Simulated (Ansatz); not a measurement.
**BeS (model structure, started from the cinnabar type, P6₂22, No. 180, 6 atoms in the cell): equilibrium volume per atom by level of theory**

No measured value is used here.

```json
[
 {"level (code)": "PBE (Ansatz)", "value (Å³/atom)": "[?]"},
 {"level (code)": "PBEsol (Ansatz)", "value (Å³/atom)": "13.11"},
 {"level (code)": "PBE-D3(BJ) (Ansatz)", "value (Å³/atom)": "12.92"}
]
```

Q: What belongs in the gaps?

A: 
- PBE (Ansatz, a program for electronic structure), value (Å³/atom): 13.44

Ansatz's density-functional and Hartree–Fock values are scalar-relativistic unless marked +SOC, with PAW data made under PBE.

A model structure was made by putting elements into a prototype or built by hand; it is no filed structure, need not be a known phase, and can be a saddle point held by its symmetry.
